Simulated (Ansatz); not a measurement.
Start from MoSi2 (space group I4/mmm, No. 139; a = 3.1903 Å, c = 7.8225 Å; relaxed with 0.1 eV smearing). Axes: x, y, z lie along a, b, c of the conventional cell.

The values are results of PBEsol in Ansatz (plane waves to 420 eV, PAW, no spin-orbit coupling), earlier PAW set, not measurements.

Before the change:

The shortest interatomic distance is 2.581 Å and the pressure comes out as 0.0 GPa.

Modification: uniaxial strain ε_zz = +2.72 %, all other strain components held at zero; the atoms relax in the strained cell.

Problem. Predict the new energy relative to the base, shortest interatomic distance and pressure.

Solution. The energy increases by 15 meV/atom; the shortest interatomic distance increases by 0.0326 Å, from 2.581 Å to 2.613 Å; the pressure (mean of the normal stresses, compression positive) goes from zero to -5.8 GPa.

No phonon test of stability was made. The final runs are not spin-polarised.

Ansatz is a first-principles code.
